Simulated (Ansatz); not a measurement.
Worked example: self-consistent single point of TaN (P3m1, 2 atoms in the cell) in Ansatz (a first-principles code).

Computed with PBEsol, default PAW files made with PBE (plane waves; Ansatz).

The change in words: lattice scaled by 0.98; kpoints.mp_grid.grid: 13 13 11 → 31 31 27. Reference geometry:
```
TaN
1.0
    2.94876     0.00000     0.00000
   -1.47438     2.55370     0.00000
    0.00000     0.00000     2.89885
Ta N
1 1
Direct
  0.00000   0.00000   0.51725
  0.66667   0.33333   0.00000
```

Reference input (self-consistent single point, DFT, PBEsol, plane waves, default PAW files made with PBE): basis.ecutwfc = 420 eV; kpoints.mp_grid.grid = 13 13 11; hamiltonian.xc = pbesol; hamiltonian.pseudopotentials = {kind: paw} (the program's default PAW files); scf.occupations.method = fermi_dirac; scf.occupations.width = 0.1 eV. This run's input differs from it in these lines:

Ansatz 0.2 input:
```diff
@@ -3,8 +3,8 @@
   lattice:
-    - [2.948760, 0.000000, 0.000000]
-    - [-1.474380, 2.553701, 0.000000]
-    - [0.000000, 0.000000, 2.898851]
+    - [2.889785, 0.000000, 0.000000]
+    - [-1.444892, 2.502627, 0.000000]
+    - [0.000000, 0.000000, 2.840874]
   atoms:
-    - { symbol: Ta, position_ang: [0.000000, 0.000000, 1.499425] }
-    - { symbol: N, position_ang: [1.474381, 0.851233, 0.000000] }
+    - { symbol: Ta, position_ang: [0.000000, 0.000000, 1.469436] }
+    - { symbol: N, position_ang: [1.444894, 0.834208, 0.000000] }
 basis:
@@ -13,3 +13,3 @@
   mp_grid:
-    grid: [13, 13, 11]
+    grid: [31, 31, 27]
 hamiltonian:
```

Log, with long lists cut:

```
SCF iter   1: F=—  HF=-10187.610987 eV  |F-HF|=—  |Δ(HF+E_count)|=         —  Δρ=1.87e-2  dr2=6.91e-2  ethr=1.77e-3  ⟨swp⟩=5.7  Hψ=155617  notcnv=0
all-band conjugate gradients solve this SCF's bands
preconditioner: auto → none
SCF iter   2: F=—  HF=-10187.602997 eV  |F-HF|=—  |Δ(HF+E_count)|=   7.99e-3  Δρ=1.14e-2  dr2=2.98e-2  ethr=3.84e-4  ⟨swp⟩=1.0  Hψ=50066  notcnv=0
SCF iter   3: F=—  HF=-10187.596153 eV  |F-HF|=—  |Δ(HF+E_count)|=   6.84e-3  Δρ=1.19e-3  dr2=1.61e-4  ethr=1.65e-4  ⟨swp⟩=2.0  Hψ=47264  notcnv=0
SCF iter   4: F=—  HF=-10187.596074 eV  |F-HF|=—  |Δ(HF+E_count)|=   7.90e-5  Δρ=2.26e-4  dr2=7.44e-6  ethr=8.96e-7  ⟨swp⟩=2.1  Hψ=50387  notcnv=0
SCF iter   5: F=—  HF=-10187.596083 eV  |F-HF|=—  |Δ(HF+E_count)|=   8.21e-6  Δρ=2.23e-5  dr2=6.56e-8  ethr=4.14e-8  ⟨swp⟩=2.7  Hψ=47851  notcnv=0
SCF iter   6: F=-10187.596083 eV  HF=-10187.596083 eV  |F-HF|=5.54e-9  |Δ(HF+E_count)|=   9.30e-9  Δρ=6.14e-6  dr2=7.44e-9  ethr=3.65e-10  ⟨swp⟩=3.1  Hψ=124008  notcnv=0
SCF 1 converged in 6 iterations: F = -10187.596083 eV  dr2 = 7.44e-9
Free energy (F): -10187.596083 eV
Internal energy: -10187.592970 eV  (E = F + TS)
E sigma→0 (E₀):  -10187.594526 eV
Entropy (-TS):   -0.003113 eV (-1.557 meV/atom)
Fermi energy:    21.159824 eV
--- Forces (eV/Å), atoms counted from 1 ---
  atom   1  Ta     0.00000000     0.00000000    -0.84185135
  atom   2  N      0.00000000    -0.00000000     0.84192894
--- Stress (GPa, compression-positive) ---
       13.598387      -0.000000       0.000000
       -0.000000      13.598387      -0.000000
        0.000000      -0.000000      14.334621
  P = ⅓ Tr σ = 13.8438 GPa (138.438 kbar)
  The stress holds the Pulay correction. Without it, at fixed plane waves, as pw.x and ABINIT print it: P = 13.3422 GPa
```

The run converged in 6 iterations. Against the reference run the free energy rises by 7.9 meV/atom, the pressure goes from -8.66 to 13.84 GPa and the largest force goes from 0.651 to 0.842 eV/Å.

The starting cell comes from a database of computed structures (which also holds hypothetical and non-ambient phases and stackings), without a prior relaxation at this level. Its lattice was rescaled by up to half a per cent. One atom was moved a little off its site on purpose. For this run, on top of that: lattice scaled by 0.98. Spin polarisation is off. With a pressure of about 14 GPa the cell is away from its equilibrium volume at this level. Ansatz's pressure includes its estimate of the finite-basis (Pulay) stress. Without the estimate this run gives 13.34 GPa.

Cost on one core of a shared machine: roughly 50 s.
